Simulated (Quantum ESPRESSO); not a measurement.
Several settings converged on HfN (I4mm, 2 atoms in the cell)

```yaml
crystal:
  lattice:
    - [0.00000, 2.24870, 2.24870]
    - [2.24870, 0.00000, 2.24870]
    - [2.24870, 2.24870, 0.00000]
  atoms:
    - { symbol: Hf, position: [0.01112, 0.01112, 0.98888] }
    - { symbol: N, position: [0.50000, 0.50000, 0.50000] }
```

Base method: PBEsol, GBRV 1.5 ultrasoft (PBESOL) pseudopotentials (plane waves; Quantum ESPRESSO).

Base settings: ecutwfc = 40 Ry; ecutrho = 320 Ry; occupations = smearing; smearing = fermi-dirac; degauss = 0.0073499 Ry; potentials = {Hf: hf_pbesol_v1.uspp.F.UPF, N: n_pbesol_v1.2.uspp.F.UPF}; K_POINTS = automatic 5 5 5 0 0 0; conv_thr = 1e-10 Ry.

The count of work is k-points × plane waves × bands × iterations; it is no time. 

**The cutoff for other potential files**

Level: DFT, PBEsol, plane waves, PseudoDojo standard norm-conserving (PBESOL) pseudopotentials.

In this ladder: ecutrho = default; pseudopotentials = {Hf: Hf.upf, N: N.upf}.

The second cell is the first with its lattice scaled by 0.98.

The mesh stays at the base's, so the ladder's end is converged at best in this setting alone.

Only quantities that move along the ladder and can be compared are tabulated.

| ecutwfc | free energy less the last step's (meV/atom) | energy of the compressed cell less the first (meV/atom) | pressure (GPa) | largest difference of a force vector from the last step's (eV/Å) | count of work / last |
|---|---|---|---|---|---|
| 38 Ry | 922.69 | 36.54 | -42.03 | 0.037 | 0.098 |
| 47 Ry | 266.61 | 44.00 | -16.64 | 0.012 | 0.14 |
| 59 Ry | 39.04 | 41.51 | -3.56 | 0.001 | 0.21 |
| 72 Ry | 2.73 | 40.25 | -0.16 | 0.000 | 0.25 |
| 85 Ry | 0.59 | 40.23 | 0.23 | 0.000 | 0.33 |
| 102 Ry | 0.36 | 40.22 | 0.23 | 0.000 | 0.43 |
| 128 Ry | 0.21 | 40.21 | 0.23 | 0.000 | 0.60 |
| 170 Ry | 0.00 | 40.21 | 0.24 | 0.000 | 1.0 |

Coarsest ecutwfc that holds the energy of the compressed cell less the first within 0.2 meV/atom of the last step, with all finer ones: 72 Ry, at 0.25 of the last step's count of work; the step before is off by 1.3 meV/atom.

Coarsest ecutwfc that holds the free energy within 1 meV/atom of the last step, with all finer ones: 85 Ry, at 0.33 of the last step's count of work; the step before is off by 2.7 meV/atom.

Coarsest ecutwfc that holds the pressure within 0.5 GPa of the last step, with all finer ones: 72 Ry, at 0.25 of the last step's count of work; the step before is off by 3.8 GPa.

The energy difference between the two cells stays within 1 meV/atom of the last step's from 72 Ry on, the total only from 85 Ry on: much of the error is common to both cells and cancels.

At the lowest cutoff the pressure lies 42.3 GPa under the last step's, the usual sign of Pulay stress in an incomplete plane-wave basis.

**The density cutoff**

The second cell is the first with its lattice scaled by 0.98.

The mesh stays at the base's, so the ladder's end is converged at best in this setting alone.

Only quantities that move along the ladder and can be compared are tabulated.

| ecutrho | free energy less the last step's (meV/atom) | energy of the compressed cell less the first (meV/atom) | pressure (GPa) |
|---|---|---|---|
| 80 Ry | -66.10 | 71.65 | 12.92 |
| 120 Ry | 0.56 | 41.41 | -0.23 |
| 160 Ry | 0.88 | 41.65 | -0.29 |
| 200 Ry | -0.42 | 41.72 | -0.36 |
| 240 Ry | -0.21 | 41.68 | -0.25 |
| 320 Ry | -0.32 | 41.64 | -0.30 |
| 400 Ry | 0.03 | 41.59 | -0.32 |
| 480 Ry | -0.04 | 41.59 | -0.29 |
| 640 Ry | 0.00 | 41.59 | -0.30 |

Coarsest ecutrho that holds the free energy within 5 meV/atom of the last step, with all finer ones: 120 Ry; the step before is off by 66 meV/atom.

Coarsest ecutrho that holds the energy of the compressed cell less the first within 0.2 meV/atom of the last step, with all finer ones: 120 Ry; the step before is off by 30 meV/atom.

Coarsest ecutrho that holds the pressure within 0.05 GPa of the last step, with all finer ones: 320 Ry; the step before is off by 0.05 GPa.

On the base run: the starting cell has typed, rounded lattice constants, without a prior relaxation at this level. Its lattice was rescaled by up to half a per cent. One atom was moved a little off its site on purpose. Without a gap this mesh is coarse (it stands for a supercell whose shortest vector is 16 Å).
